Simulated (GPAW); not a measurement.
Worked example: self-consistent single point of Ti2SnC (P6_3/mmc, 8 atoms in the cell) in GPAW

Method: PBEsol, GPAW PAW datasets PBEsol (made by gpaw-setup) (plane waves; GPAW).

The input file:

```python
from ase import Atoms
from ase.units import GPa
from gpaw import GPAW

atoms = Atoms(['Ti', 'Ti', 'Ti', 'Ti', 'Sn', 'Sn', 'C', 'C'],
              cell=[[3.122617, 0.000000, 0.000000],
                    [-1.561309, 2.704266, 0.000000],
                    [0.000000, 0.000000, 13.489772]],
              scaled_positions=[[0.333333, 0.666667, 0.081340],
                                [0.666667, 0.333333, 0.918660],
                                [0.666667, 0.333333, 0.581340],
                                [0.333333, 0.666667, 0.418660],
                                [0.333333, 0.666667, 0.750000],
                                [0.666667, 0.333333, 0.250000],
                                [0.000000, 0.000000, 0.000000],
                                [0.000000, 0.000000, 0.500000]],
              pbc=True)

calc = GPAW(mode={'name': 'pw', 'ecut': 950},
            xc='PBEsol',
            kpts={'size': (8, 8, 2), 'gamma': True},
            occupations={'name': 'fermi-dirac', 'width': 0.05},
            nbands=-14,
            convergence={'forces': 0.001},
            symmetry={'symmorphic': False, 'tolerance': 0.0005},
            maxiter=150)

atoms.calc = calc

energy = atoms.get_potential_energy()
print('Energy (eV):', round(energy, 6))
forces = atoms.get_forces()
print('Forces (eV/Ang):')
print(forces.round(5))
stress = atoms.get_stress()
print('Stress (GPa, Voigt):', (stress / GPa).round(4))
```

Output, abridged:

```
Input parameters:
  convergence: {forces: 0.001}
  kpts: {gamma: True,
         size: (8, 8, 2)}
  maxiter: 150
  mode: {ecut: 950,
         name: pw}
  nbands: -14
  occupations: {name: fermi-dirac,
                width: 0.05}
  symmetry: {symmorphic: False,
             tolerance: 0.0005}
  xc: PBEsol

species:
  Ti:
    name: Titanium
    Z: 22.0
    valence: 12
    core: 10
    charge: 0.0
    file: Ti.PBEsol.gz

    # Using partial waves for Ti as LCAO basis

  Sn:
    name: Tin
    Z: 50.0
    valence: 14
    core: 36
    charge: 0.0
    file: Sn.PBEsol.gz

    # Using partial waves for Sn as LCAO basis

  C:
    name: Carbon
    Z: 6.0
    valence: 4
    core: 2
    charge: 0.0
    file: C.PBEsol.gz

    # Using partial waves for C as LCAO basis

Reference energy: -430708.721213  # eV

Spin-paired calculation

Convergence criteria:
 Maximum [total energy] change in last 3 cyles: 0.0005 eV / valence electron
 Maximum integral of absolute [dens]ity change: 0.0001 electrons / valence electron
 Maximum integral of absolute [eigenst]ate change: 4e-08 eV^2 / valence electron
 Maximum change in the atomic [forces] across last 2 cycles: 0.001 eV/Ang OR
Maximum error relative to the maximum force is below inf
 Maximum number of scf [iter]ations: 150

Symmetries present (total): 24
Symmetries with fractional translations: 12
128 k-points: 8 x 8 x 2 Monkhorst-Pack grid + [1/16,1/16,1/4]
20 k-points in the irreducible part of the Brillouin zone
       k-points in crystal coordinates                weights
   0:     0.00000000    0.00000000    0.00000000          1/128
   1:     0.00000000    0.00000000    0.50000000          1/128
   2:     0.12500000    0.00000000    0.00000000          6/128
   [... 7 lines left out ...]
          ...
  19:     0.50000000    0.50000000    0.50000000          3/128

Wave functions: Plane wave expansion
  Cutoff energy: 950.000 eV
  Number of coefficients (min, max): 7532, 7610
  Pulay-stress correction: 0.000000 eV/Ang^3 (de/decut=0.000000)

Occupation numbers: Fermi-Dirac:
  width: 0.0500  # eV

Eigensolver

Densities:
  Coarse grid: 24*24*96 grid
  Fine grid: 48*48*192 grid
  Total Charge: 0.000000

Density mixing:
  Method: separate
  Backend: pulay
  Linear mixing parameter: 0.05
  old densities: 5
  Damping of long wavelength oscillations: 50

Hamiltonian:
  XC and Coulomb potentials evaluated on a 48*48*192 grid
  External potential:
    NoExternalPotential

XC parameters: PBEsol with 2 nearest neighbor stencil

Number of atoms: 8
Number of atomic orbitals: 78
Number of bands in calculation: 56
Number of valence electrons: 84
Bands to converge: occupied

Density initialized from atomic densities
  56 bands from LCAO basis set

Atomic positions and initial magnetic moments

Positions:
   0 Ti    -0.000002    1.802845    1.097258    ( 0.0000,  0.0000,  0.0000)
   1 Ti     1.561310    0.901421   12.392514    ( 0.0000,  0.0000,  0.0000)
   2 Ti     1.561310    0.901421    7.842144    ( 0.0000,  0.0000,  0.0000)
   3 Ti    -0.000002    1.802845    5.647628    ( 0.0000,  0.0000,  0.0000)
   4 Sn    -0.000002    1.802845   10.117329    ( 0.0000,  0.0000,  0.0000)
   5 Sn     1.561310    0.901421    3.372443    ( 0.0000,  0.0000,  0.0000)
   6 C      0.000000    0.000000    0.000000    ( 0.0000,  0.0000,  0.0000)
   7 C      0.000000    0.000000    6.744886    ( 0.0000,  0.0000,  0.0000)

Unit cell:
           periodic     x           y           z      points  spacing
  1. axis:    yes    3.122617    0.000000    0.000000    24     0.1127
  2. axis:    yes   -1.561309    2.704266    0.000000    24     0.1127
  3. axis:    yes    0.000000    0.000000   13.489772    96     0.1405

  Lengths:   3.122617   3.122618  13.489772
  Angles:   90.000000  90.000000 120.000005

Effective grid spacing dv^(1/3) = 0.1272

     iter     time        total  log10-change:
                         energy   eigst   dens  force
iter:   1 --:--:--   -71.359421
iter:   2 --:--:--   -68.505962   -0.72  -1.17
iter:   3 --:--:--   -63.416228   +0.26  -1.23
iter:   4 --:--:--   -63.504871   -0.81  -1.60
iter:   5 --:--:--   -63.561812   -1.39  -1.65
iter:   6 --:--:--   -63.487107   -1.35  -1.68
iter:   7 --:--:--   -63.526650   -1.79  -1.90
iter:   8 --:--:--   -63.531160   -2.42  -2.65
iter:   9 --:--:--   -63.528626c  -2.91  -2.65
iter:  10 --:--:--   -63.521348c  -3.09  -2.66
iter:  11 --:--:--   -63.519347c  -3.26  -2.72
iter:  12 --:--:--   -63.518173c  -2.87  -2.79
iter:  13 --:--:--   -63.517445c  -4.37  -3.10
iter:  14 --:--:--   -63.517541c  -3.78  -3.26
iter:  15 --:--:--   -63.517347c  -4.21  -3.40
iter:  16 --:--:--   -63.517316c  -5.11  -3.74
iter:  17 --:--:--   -63.517325c  -6.21  -3.98
iter:  18 --:--:--   -63.517340c  -5.89  -4.07c
iter:  19 --:--:--   -63.517348c  -6.20  -4.16c
iter:  20 --:--:--   -63.517352c  -6.20  -4.17c
iter:  21 --:--:--   -63.517360c  -6.90  -4.25c
iter:  22 --:--:--   -63.517373c  -6.44  -4.33c
iter:  23 --:--:--   -63.517371c  -7.06  -4.39c
iter:  24 --:--:--   -63.517360c  -7.08  -4.47c
iter:  25 --:--:--   -63.517358c  -7.66c -4.55c
iter:  26 --:--:--   -63.517366c  -6.59  -4.59c
iter:  27 --:--:--   -63.517360c  -7.57c -4.91c -2.27
iter:  28 --:--:--   -63.517357c  -7.66c -5.37c -2.51
iter:  29 --:--:--   -63.517361c  -7.99c -5.09c -2.58
iter:  30 --:--:--   -63.517361c  -9.03c -5.49c -3.93c

Converged after 30 iterations.

Dipole moment: (-0.000000, -0.000000, 0.000000) |e|*Ang

Energy contributions relative to reference atoms: (reference = -430708.721213)

Kinetic:        +68.589112
Potential:      -64.968795
External:        +0.000000
XC:             -67.224776
Entropy (-ST):   -0.032110
Local:           +0.103154
SIC:             +0.000000
--------------------------
Free energy:    -63.533416
Extrapolated:   -63.517361

Showing only first 2 kpts
 Kpt  Band  Eigenvalues  Occupancy
  0    40     10.59653    0.00748
  0    41     10.59880    0.00715
  0    42     10.59880    0.00715
  0    43     10.77910    0.00019

  1    40     10.59413    0.00785
  1    41     10.59413    0.00785
  1    42     10.69675    0.00101
  1    43     10.69675    0.00101

Fermi level: 10.31729

No gap
No difference between direct/indirect transitions
Energy (eV): -63.517361

Forces in eV/Ang:
  0 Ti    0.00000   -0.00000    0.06707
  1 Ti   -0.00000    0.00000   -0.06707
  2 Ti    0.00000    0.00000    0.06707
  3 Ti    0.00000   -0.00000   -0.06707
  4 Sn   -0.00000   -0.00000   -0.00000
  5 Sn    0.00000    0.00000   -0.00000
  6 C    -0.00000   -0.00000    0.00000
  7 C    -0.00000    0.00000    0.00000

Stress tensor:
    -0.019477    -0.000000     0.000000
    -0.000000    -0.019477    -0.000000
     0.000000    -0.000000    -0.036093
Stress (GPa, Voigt): [-3.1205 -3.1205 -5.7828 -0.      0.     -0.    ]
```

The run converged in 30 iterations. GPAW prints stress with tension positive.

At such cutoffs GPAW's stress carries a finite-basis (Pulay) error, which enters relaxed cells too; its log prints stress with tension positive.

The starting cell comes from a database of computed structures (which also holds hypothetical and non-ambient phases and stackings), without a prior relaxation at this level. Its lattice was rescaled by a random factor within 2.5 % of one. Spin polarisation is off.

Cost on one core of a shared machine: roughly 4 min.
